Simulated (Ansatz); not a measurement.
YAl2 (Fd-3m, No. 227; cell taken from a computed entry), treated with r²SCAN in Ansatz (PAW).

Run with plane-wave cutoff 500 eV, 12×12×12 k mesh, Fermi–Dirac smearing 0.1 eV, scalar-relativistic PAW data made under PBE.

Computed at the level's own relaxed cell.

What does this level give for the volume per atom and lattice constant a?


* **volume per atom**: 20.19 Å³/atom
* **lattice constant a**: 7.854 Å

The run finds no gap.

Note: the relaxation could not lower the start's symmetry, so the cell can be a saddle point above a distorted one.

Computed values are for the static lattice.

Ansatz is a program for electronic structure.
